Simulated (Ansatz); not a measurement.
Data:

End structure of the (111) surface of silicon in its 1x1 cell, relaxed from an ideal cut (the real face may reconstruct), outermost plane spacing 0.79 Å in the ideal cut:

```yaml
crystal:
  lattice:
    - [3.86787, 0.00000, 0.00000]
    - [-1.93394, 3.34968, 0.00000]
    - [0.00000, 0.00000, 42.50000]
  atoms:
    - { symbol: Si, position: [0.00000, 0.00000, 0.19721] }
    - { symbol: Si, position: [0.33333, 0.66667, 0.21186] }
    - { symbol: Si, position: [0.33333, 0.66667, 0.26803] }
    - { symbol: Si, position: [0.66667, 0.33333, 0.28620] }
    - { symbol: Si, position: [0.66667, 0.33333, 0.34214] }
    - { symbol: Si, position: [0.00000, 0.00000, 0.36067] }
    - { symbol: Si, position: [0.00000, 0.00000, 0.41643] }
    - { symbol: Si, position: [0.33333, 0.66667, 0.43498] }
    - { symbol: Si, position: [0.33333, 0.66667, 0.49072] }
    - { symbol: Si, position: [0.66667, 0.33333, 0.50928] }
    - { symbol: Si, position: [0.66667, 0.33333, 0.56502] }
    - { symbol: Si, position: [0.00000, 0.00000, 0.58356] }
    - { symbol: Si, position: [0.00000, 0.00000, 0.63933] }
    - { symbol: Si, position: [0.33333, 0.66667, 0.65786] }
    - { symbol: Si, position: [0.33333, 0.66667, 0.71380] }
    - { symbol: Si, position: [0.66667, 0.33333, 0.73197] }
    - { symbol: Si, position: [0.66667, 0.33333, 0.78814] }
    - { symbol: Si, position: [0.00000, 0.00000, 0.80279] }
```

Set-up: 18 atoms, 26.1 Å thick at the start; mesh 8x8x1; 0.025 eV smearing; dipole correction on; all atoms relaxed; symmetry of the start imposed; no spin (no spin-polarised run to compare, though such a face may carry moments), no spin-orbit, no U. The slab shows no gap on its mesh.

Task: What is the computed surface energy (mean of both faces) (PBE (Ansatz, a first-principles code))?

Result: 1.55 J/m^2

Task: Estimate the work function of the top face that PBE returns for this input.

Result: 4.59 eV

Task: Estimate the ionisation potential (bulk valence edge below the top vacuum level) that PBE returns for this input.

Result: 4.88 eV
